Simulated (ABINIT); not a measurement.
## Pressure against volume in hcp Os (space group 194) (ABINIT, PBEsol)

```
Os
1.0
    2.65073     0.00000     0.00000
   -1.32537     2.29560     0.00000
    0.00000     0.00000     4.19457
Os
2
Direct
  0.66667   0.33333   0.75000
  0.33333   0.66667   0.25000
```

Method of the run: PBEsol, norm-conserving pseudopotentials (PseudoDojo nc-sr-04 PBEsol standard) (plane waves; ABINIT 10.0.3). Settings: pseudos = [Os.upf]; ecut = 96 Ry; occopt = 3; tsmear = 0.05 eV; ngkpt = 18 18 10; nshiftk = 1; shiftk = 0 0 0; potentials = PseudoDojo nc-sr-04 PBEsol standard; nband = 22; kptopt = 1; nstep = 80; tolvrs = 1e-10. The cell above is the first row's. The rows scale it uniformly. In all rows fractional positions and the k mesh are held.

```csv
V (Å^3/atom),P (GPa)
12.7620,44.16
13.0395,31.21
13.3169,19.65
13.5944,9.34
13.8718,0.15
14.1492,-8.04
14.4267,-15.34
14.7041,-21.84
14.9815,?
```

Taking a cubic for P over the 8 complete rows: With u = V - 13.7, the rows have u = -0.9380, -0.6605, -0.3831, -0.1056, 0.1718, 0.4492, 0.7267, 1.0041. Least squares gives P = 5.707 - 33.5730·u + 7.0372·u² - 0.9260·u³. Residuals (row less fit): 0.006, -0.009, -0.004, 0.008, 0.008, -0.002, -0.010, 0.006; standard error 0.010 (degrees of freedom: 4). The fitted pressure is zero at V0 = 13.88, where dP/dV = -31.18, so B0 = -V0·dP/dV = 433 GPa.

**Question.** Estimate the missing P (V = 14.9815); what did the run itself give?

**Answer.** u = 1.2815, so P = 5.707 - 33.5730 × 1.2815 + 7.0372 × 1.2815² - 0.9260 × 1.2815³ = -27.709 GPa. The calculation gives -27.62 GPa, 0.089 GPa above the prediction (0.1 % of the range of P in the table). The row lies outside the fitted rows, so this is an extrapolation. From the scatter of the fitted rows alone, a prediction at this place has a standard error of 0.027 GPa, so the miss is 3.3 times that.

Carrying the step between the two nearest rows on in a straight line would have given -28.34, off by 0.72; series whose last step already gives the withheld value aren't shown. The scan was laid around a cell of about the measured size, scaled by a guess for this functional; axis ratios and inner coordinates come from that cell. The runs keep the symmetry of the cell, so they don't test it for distortions. Spin polarisation is off. Spin-orbit coupling is off. The shape of the cell and the inner coordinates aren't relaxed, so V0 and B0 belong to this uniform scaling; a relaxed crystal lies no higher in energy and is usually softer. Cutoffs and mesh are single choices, not tested for convergence of this quantity. Series with a scatter that would blur these digits, or in which a gap closes, are not shown.

Terms beyond the fitted order, or numerical noise in single rows, can give a miss of this size; the table doesn't tell which.
